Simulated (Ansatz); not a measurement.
System: cubic perovskite KNiF₃. Method: r²SCAN in Ansatz (plane waves, PAW).

Run with plane-wave cutoff 560 eV, 8×8×8 k mesh, Fermi–Dirac smearing 0.01 eV, spin-polarised with parallel moments, scalar-relativistic PAW data made under PBE.

Cell (measured lattice):

```
KNiF3
1.0
    4.01300     0.00000     0.00000
    0.00000     4.01300     0.00000
    0.00000     0.00000     4.01300
K Ni F
1 1 3
Direct
  0.00000   0.00000   0.00000
  0.50000   0.50000   0.50000
  0.50000   0.00000   0.50000
  0.00000   0.50000   0.50000
  0.50000   0.50000   0.00000
```
Starting moments (μB, in the order of the record's atoms K Ni F F F): 0.0 2.0 0.0 0.0 0.0.

Q: What does this level give for the band gap, smallest direct gap on the k points sampled and direct gap at Γ?

A: 
* **band gap**: 2.49 eV (indirect)
* **smallest direct gap on the k points sampled**: 2.77 eV
* **direct gap at Γ**: 3.42 eV

Note: the magnetic order was assumed, not searched for or taken from measurement; cell and atoms aren't relaxed at this level (pressure -0.3 GPa); without U or exact exchange, gaps and moments of open d shells tend to come out too small.

Static lattice: no zero-point or thermal effects.

Ansatz is a first-principles code.
